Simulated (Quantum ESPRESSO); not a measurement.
Checking a run of Quantum ESPRESSO on Nb3Au (Pm-3n, 8 atoms in the cell). The aim is a self-consistent single point with DFT, LDA (PZ), plane waves, GBRV 1.5 ultrasoft (LDA) pseudopotentials.

Cell that was meant: a = 5.1980 Å, b = 5.1980 Å, c = 5.1980 Å, α = 90.00°, β = 90.00°, γ = 90.00°.

Part of the input:

```fortran
/
&SYSTEM
   ibrav = 1
   celldm(1) = 5.1979997311
   nat = 8
   ntyp = 2
   ecutwfc = 40
```

Output (repeated stretches shortened):

```
     G-vector sticks info
     --------------------
     sticks:   dense  smooth     PW     G-vecs:    dense   smooth      PW
   [... lines left out ...]
        k(    1) = (   0.0714286   0.0714286   0.0714286), wk =   0.0466472
        k(    2) = (   0.0714286   0.0714286   0.2142857), wk =   0.1399417
        k(    3) = (   0.0714286   0.0714286   0.3571429), wk =   0.1399417
   [... 17 lines left out ...]

     Dense  grid:    13613 G-vectors     FFT dimensions: (  30,  30,  30)

     Smooth grid:     4801 G-vectors     FFT dimensions: (  24,  24,  24)

     Initial potential from superposition of free atoms

     starting charge      99.9869, renormalised to     100.0000
     Self-consistent Calculation

     iteration #  1     ecut=    40.00 Ry     beta= 0.70

     total energy              =    -840.72998558 Ry
     estimated scf accuracy    <       1.41265342 Ry

     iteration #  2     ecut=    40.00 Ry     beta= 0.70

     total energy              =    -840.97528205 Ry
     estimated scf accuracy    <       2.05468917 Ry

     iteration #  3     ecut=    40.00 Ry     beta= 0.70

     total energy              =    -841.36261749 Ry
     estimated scf accuracy    <       0.00878119 Ry

   [... 4 blocks of this kind left out ...]

     iteration #  8     ecut=    40.00 Ry     beta= 0.70

     total energy              =    -841.36648048 Ry
     estimated scf accuracy    <          5.6E-09 Ry

     iteration #  9     ecut=    40.00 Ry     beta= 0.70
     End of self-consistent calculation

     the Fermi energy is   120.9573 ev

!    total energy              =    -841.36648048 Ry
     estimated scf accuracy    <          6.0E-11 Ry
     smearing contrib. (-TS)   =      -0.00035549 Ry
     internal energy E=F+TS    =    -841.36612499 Ry

     convergence has been achieved in   9 iterations

     Forces acting on atoms (cartesian axes, Ry/au):

     atom    1 type  1   force =     0.00000000    0.00000000    0.00000000
   [... zero for the other atoms too ...]

     Total force =     0.000000     Total SCF correction =     0.000000

          total   stress  (Ry/bohr**3)                   (kbar)     P=   178564.02
   1.21385355   0.00000000   0.00000000       178564.02        0.00        0.00
   0.00000000   1.21385355   0.00000000            0.00   178564.02        0.00
   0.00000000   0.00000000   1.21385355            0.00        0.00   178564.02

   JOB DONE.
```

Problem. Is anything amiss in this input, and did it matter?

Solution. The run is not sound. The fault is this: cell lengths typed in angstrom where bohr is read. 1 bohr is 0.529 Å, so a mix-up scales every length by 1.89 or 0.529 and the volume by 6.75 or 0.148. To fix it, give the lengths in the unit that the key or card expects. The run converged in 9 iterations without an error; against the sound input the free energy goes up by 165 eV/atom and the pressure goes from -7.01 to 17860 GPa.

The sound input it was made from differs as follows (other fixes are possible):
```diff
-   celldm(1) = 5.1979997311
+   celldm(1) = 9.8227963958
```

With that input, the run converged in 13 iterations: free energy E − TS -12768.4643 eV; Fermi level (on the code's own zero) 17.81 eV; pressure -7.01 GPa (DFT, LDA (PZ), plane waves, GBRV 1.5 ultrasoft (LDA) pseudopotentials).

On the sound input: the starting cell comes from a database of published, mostly measured structures (it also holds non-ambient and calculated ones), without a prior relaxation at this level. Spin polarisation is off. With a pressure of about -7 GPa the cell is away from its equilibrium volume at this level.
